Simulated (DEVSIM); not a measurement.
Structure: InP/In0.53Ga0.47As n-p heterojunction, at 250 K.

```csv
layer (left to right),material,thickness (μm),Nd (cm⁻³),Na (cm⁻³),τn (s),τp (s)
1,InP,0.810,2.1e16,-,3.1e-9,3.1e-9
2,In0.53Ga0.47As,0.160,-,5.7e17,3.1e-9,3.1e-9
```

Left contact: ohmic. Right contact: ohmic. Voltage is applied to the left contact. Recombination: SRH at mid-gap. Mobility is μmin + (μ − μmin)/(1 + (N/Nref)^α).

This is a model device: material constants are rounded textbook-type values typed into the input, and sizes, dopings and lifetimes were drawn at random. Values at 300 K; Nc and Nv go as T^1.5, mobilities as T to minus their exponent, the gap by Varshni's rule with the affinity fixed. The table also holds parameters that only a changed run uses.

| parameter | InP | In0.53Ga0.47As |
|---|---|---|
| gap (eV) | 1.344 | 0.74 |
| affinity (eV) | 4.38 | 4.51 |
| permittivity | 12.5 | 13.9 |
| Nc (cm⁻³) | 5.7e17 | 2.1e17 |
| Nv (cm⁻³) | 1.1e19 | 7.7e18 |
| μn (cm²/Vs) | 5200 | 12000 |
| μp (cm²/Vs) | 170 | 300 |
| μn,min | 400 | 300 |
| μp,min | 10 | 10 |
| Nref,n | 3e17 | 1.3e17 |
| Nref,p | 4.9e17 | 4.9e17 |
| αn | 0.47 | 0.48 |
| αp | 0.62 | 0.4 |
| T exponent of μn | 2 | 1.6 |
| T exponent of μp | 2 | 1.6 |
| Cn (cm⁶/s) | 9e-31 | 5e-29 |
| Cp (cm⁶/s) | 9e-31 | 5e-29 |
| Varshni α (eV/K) | 0.000363 | 0.00035 |
| Varshni β (K) | 162 | 190 |

DEVSIM, 1D drift-diffusion, Boltzmann statistics, complete ionisation; no tunnelling, impact ionisation, image-force lowering or self-heating. Band offsets follow the typed affinities; no thermionic-emission limit at abrupt steps, no polarisation charge.

Base results: dark forward voltage at 1 A/cm² (V) 0.464; dark forward voltage at 100 A/cm² (V) 0.573; potential step across the device at zero bias (V) 0.769; largest field in the device at zero bias (V/cm) 65000.

Q: What follows from this one change: temperature 250 → 300 K?

A: dark forward voltage at 1 A/cm² 0.464 → 0.369 V; dark forward voltage at 100 A/cm² 0.573 → 0.496 V; potential step across the device at zero bias 0.769 → 0.717 V; largest field in the device at zero bias little changed (63000 V/cm).

Q: What follows from this one change: doping Nd of layer 1 2.1e+16 → 2.1e+15 cm^-3?

A: dark forward voltage at 1 A/cm² 0.464 → 0.499 V; dark forward voltage at 100 A/cm² 0.573 → 0.615 V; potential step across the device at zero bias 0.769 → 0.720 V; largest field in the device at zero bias 65000 → 20000 V/cm.

Q: What follows from this one change: constant mobility in place of the doping-dependent one?

A: dark forward voltage at 1 A/cm² 0.464 → 0.453 V; dark forward voltage at 100 A/cm² 0.573 → 0.563 V; potential step across the device at zero bias little changed (0.769 V); largest field in the device at zero bias little changed (65000 V/cm).
